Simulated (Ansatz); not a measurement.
AlP (model structure, started from the BeO type, P4₂/mnm, No. 136, 8 atoms in the cell) was calculated with PBEsol (Ansatz, an electronic-structure program, plane waves, PAW).

Numerical settings: plane-wave cutoff 520 eV, 6×6×10 k mesh (along the axes of the cell as run), Fermi–Dirac smearing 0.01 eV, scalar-relativistic PAW data made under PBE.

Cell (relaxed at this level):

```
CELL_PARAMETERS angstrom
      6.63813     0.00000     0.00000
      0.00000     6.63813     0.00000
      0.00000     0.00000     3.89212
ATOMIC_POSITIONS crystal
  Al 0.32756 0.67244 0.00000
  Al 0.67244 0.32756 0.00000
  Al 0.82756 0.82756 0.50000
  Al 0.17244 0.17244 0.50000
  P  0.31328 0.31328 0.00000
  P  0.68672 0.68672 0.00000
  P  0.18672 0.81328 0.50000
  P  0.81328 0.18672 0.50000
```

Q: What does this level give for the band gap and bulk modulus?

A: 
- band gap = 1.71 eV (on the SCF k mesh)
- bulk modulus = 78.1 GPa

Note: the bulk modulus is −V dP/dV from two relaxed cells at ±2 % in volume; the relaxation could raise the start's symmetry but not lower it, so the cell can be a saddle point.

Static lattice: no zero-point or thermal effects.

It cost about 4 core-minutes (a rough figure) of CPU time.

A model structure was made by putting elements into a prototype or built by hand; it is no filed structure, need not be a known phase, and can be a saddle point held by its symmetry.
